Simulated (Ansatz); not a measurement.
Subject: the formation energy of ZnSe (zinc blende, F-43m) from the elements. Reaction: Se (P3₁21) + Zn (hcp) → ZnSe (zinc blende). A negative value means that the right-hand side lies lower. The value is per atom of the solid.

ZnSe (zinc blende, F-43m), 2 atoms in the cell, k-point mesh 10×10×10 on the run's own vectors.
ZnSe is taken in the cubic space group F-43m (No. 216), the zinc blende structure, Pearson symbol cF8. Lattice parameters: a = 5.655 Å, b = 5.655 Å, c = 5.655 Å, α = 90.00°, β = 90.00°, γ = 90.00°. Zn on 4a sees 4 Se at 2.449 Å (tetrahedral). Se on 4d sees 4 Zn at 2.449 Å (tetrahedral). (Neighbours: up to the widest gap in distance over summed covalent radii, below 1.35, at either atom; cation-cation and far metal-metal contacts left out.)
(The calculation used a cell of 2 atoms; values per cell refer to that cell.)

Se (P3₁21), 3 atoms in the cell, k-point mesh 12×12×8 on the run's own vectors. Conventional cell: a = b = 4.066 Å, c = 5.131 Å, α = β = 90.00°, γ = 120.00°.

Zn (hcp, P6₃/mmc), 2 atoms in the cell, k-point mesh 30×30×12 on the run's own vectors. Conventional cell: a = 2.618 Å, b = 2.618 Å, c = 4.803 Å, α = 90.00°, β = 90.00°, γ = 120.00°.

Computed with Ansatz (plane waves, PAW), its default PAW set, cutoff 420 eV, 500 eV for r2SCAN. The structures are at rest with PBE+D3(BJ); other levels are single points on them, but for the rows marked own geometry. HSE06 runs on coarser k-point meshes, mended by the PBE difference between the two meshes. Some cells are metallic or hold partly filled levels, where a hybrid on a coarse mesh is less sure. Neutral cells; Fermi-Dirac smearing of at most 0.10 eV in the solids, energies taken to zero width. The lattices are those relaxed with PBE+D3(BJ), so at other levels the solids can be strained, which adds to the spread. A dispersion term (D3(BJ), or D4 for r2SCAN) was computed beside these levels and is taken off wherever the name lacks it. The PAW files were made for PBE and serve at the other functionals too. Space groups of crystals are read within 0.01 Å. Nuclei at rest; no vibrational terms.

Task: Give the value at the level PBE+D3(BJ).

Result: -0.66 eV/atom, for Se (P3₁21) + Zn (hcp) → ZnSe (zinc blende).

Task: List the value at the remaining levels and say how far they part.

Result: 
| Level | value (eV/atom) | less PBE+D3(BJ) |
|---|---|---|
| r2SCAN+D4 | -0.86 | -0.20 |
| HSE06 | -0.92 | -0.26 |
| HSE06+D3(BJ) | -0.84 | -0.18 |
| r2SCAN+D4 (own geometry) | -0.84 | -0.18 |

The levels shown span 0.26 eV/atom, from HSE06 (-0.92) to PBE+D3(BJ) (-0.66).

Ansatz is a program for electronic structure.
